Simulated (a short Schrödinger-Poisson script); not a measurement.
# Symmetric double-gate stack, SiO2 on p-type Si(111)

Structure: symmetric double-gate stack, SiO2 on p-type Si(111), at 300 K.

```
layer  material  thickness (nm)  Na (cm⁻³)
-----  --------  --------------  ---------
1          SiO2             3.4          -
2            Si               4       1e17
3          SiO2             3.4          -
```

The device is made up for the run: typed textbook-type constants, with dimensions and the other settings drawn at random. SiO2: permittivity 3.9, conduction-band edge (eV) 3.15, gap (eV) 9, electron mass (mₑ) 0.5. Si: permittivity 11.7, conduction-band edge (eV) 0, gap (eV) 1.124, Nv at 300 K (cm⁻³) 3.1e19.

Channel valleys (confinement mass, in-plane density-of-states mass, number): Δ6 0.258, 0.358, 6. At the gates, both at one voltage, the conduction-band edge of layer 1 lies 3.75 eV − eVg above the Fermi level of the channel. Gaps are held at their typed values at every temperature. Mesh 0.03 nm at interfaces.

From a short Schrödinger-Poisson script (our own, NumPy): 1D Poisson equation in equilibrium, electrons quantum, Hartree (BenDaniel-Duke, 12 states a valley, the channel's in-plane mass for all, wave functions free to enter the dielectric), parabolic valleys, classical holes, full ionisation, no traps, pinning or gate leakage.

| Vg (V) | electrons (cm⁻²) | C (μF/cm²) | Δ6 E0 (meV) | Δ6 E1 (meV) |
|---|---|---|---|---|
| 0.3 | 1.29e7 | < 0.003 | 372.3 | 579.6 |
| 0.45 | 4.21e9 | 0.0262 | 222.7 | 430.0 |
| 0.6 | 3.84e11 | 1.04 | 105.8 | 312.2 |
| 0.75 | 1.67e12 | 1.56 | 67.2 | 270.7 |
| 0.9 | 3.19e12 | 1.68 | 49.5 | 249.7 |
| 1.05 | 4.79e12 | 1.73 | 38.1 | 234.9 |
| 1.2 | 6.42e12 | 1.76 | 29.6 | 222.9 |
| 1.35 | 8.07e12 | 1.77 | 22.7 | 212.5 |
| 1.5 | 9.74e12 | 1.79 | 16.9 | 203.3 |
| 1.65 | 1.14e13 | 1.80 | 11.7 | 194.8 |
| 1.8 | 1.31e13 | 1.80 | 7.2 | 186.9 |
| 1.95 | 1.48e13 | 1.81 | 3.0 | 179.4 |
| 2.1 | 1.65e13 | 1.82 | -0.8 | 172.4 |
| 2.25 | 1.82e13 | 1.82 | -4.4 | 165.6 |
| 2.4 | 1.99e13 | 1.83 | -7.8 | 159.1 |
| 2.55 | 2.16e13 | 1.83 | -11.0 | 152.9 |
| 2.7 | 2.33e13 | 1.83 | -14.1 | 146.8 |
| 2.85 | 2.50e13 | 1.84 | -17.0 | 141.0 |

Gate voltages with under 1e6 electrons/cm² are left out.

Subbands count from the Fermi level. The capacitance is that of both gates.
